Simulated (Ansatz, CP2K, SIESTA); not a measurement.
## ScPb₃ (P1, 4 atoms in the cell) computed with different codes at matched settings

Self-consistent single point, at a second geometry (atoms moved at random). First geometry:

```
CELL_PARAMETERS angstrom
     -2.26730     2.26730     5.52468
      2.26730    -2.26730     5.52468
      2.26730     2.26730    -5.52468
ATOMIC_POSITIONS crystal
  Sc 0.00000 0.00000 0.00000
  Pb 0.75000 0.25000 0.50000
  Pb 0.25000 0.75000 0.50000
  Pb 0.50000 0.50000 0.00000
```

Second geometry:
```
CELL_PARAMETERS angstrom
     -2.26730     2.26730     5.52468
      2.26730    -2.26730     5.52468
      2.26730     2.26730    -5.52468
ATOMIC_POSITIONS crystal
  Sc 0.01320 0.00247 0.01821
  Pb 0.74151 0.24295 0.49562
  Pb 0.24827 0.74845 0.48518
  Pb 0.49701 0.50613 0.00098
```

Shared settings, as Ansatz (a quantum-chemistry and plane-wave program) writes them: kpoints.mp_grid.grid = 7 7 7; scf.occupations.method = gaussian; scf.occupations.width = 0.05 eV. Potentials and cutoffs stand in the table.

```
code                                                                                                                       model  ΔF from the first geometry (meV/atom)  pressure (GPa)  largest force (eV/Å)       cutoff
------  ------------------------------------------------------------------------------------------------------------------------  -------------------------------------  --------------  --------------------  -----------
Ansatz                                                                                       LDA (PW92), PAW files made with PBE                                    3.9           -4.66                 0.200       420 eV
CP2K                                        LDA (Pade form), GPW, DZVP-MOLOPT-SR-GTH basis, GTH-PADE potentials (GTH_POTENTIALS)                                    3.7           -5.37                 0.190  grid 600 Ry
SIESTA  LDA PW92, numerical atomic orbitals DZP, PseudoDojo LDA standard norm-conserving potentials (rewritten from UPF to PSML)                                    4.5           -4.62                 0.231  grid 400 Ry
```

Size of the force on each atom (eV/Å): Sizes of forces hide their directions.

```
code      Sc1    Pb2    Pb3    Pb4
------  -----  -----  -----  -----
Ansatz  0.200  0.116  0.135  0.180
CP2K    0.190  0.110  0.122  0.174
SIESTA  0.231  0.139  0.163  0.201
```

On Ansatz's run: spin-orbit coupling is off.

The spread over the programs that give each value: ΔF from the first geometry within 0.8 meV/atom; pressure within 0.75 GPa; largest force within 0.041 eV/Å.

CP2K and SIESTA use small atom-centred bases, whose incompleteness enters pressures, forces and empty levels differently from a plane-wave cutoff. Ansatz's pressure is given at a fixed set of plane waves, as the other plane-wave codes print theirs.

The starting cell comes from a database of computed structures (which also holds hypothetical and non-ambient phases and stackings), without a prior relaxation at this level. For this run, on top of that: atoms moved at random.

Keys are those of Ansatz 0.2.
